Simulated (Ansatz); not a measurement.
The starting structures come from a database of crystals and need not be the phases stable at ambient conditions.

By PBEsol, the system below comes out a metal.

The ballistic (Sharvin) conductance counts the channels at the Fermi level: G/A = (e²/h) × channels of both spins per area.

Data:

```
Ni3Sn
1.0
    3.68956     0.00000     0.00000
    0.00000     3.68956     0.00000
    0.00000     0.00000     3.68956
Ni Sn
3 1
Direct
  0.00000   0.50000   0.50000
  0.50000   0.00000   0.50000
  0.50000   0.50000   0.00000
  0.00000   0.00000   0.00000
```

The cell is taken as given; by PBEsol it stands under a pressure of -1.9 GPa.

The current flows along the normal of the first two printed cell vectors, the (001) plane of the conventional cell. No spin-orbit coupling; the value is a mean over 0.1 eV about the Fermi level.

Task: Predict the ballistic conductance per area from PBEsol (Ansatz, an electronic-structure program).

Result: 0.16 × 10¹⁵ S/m² for both spins.
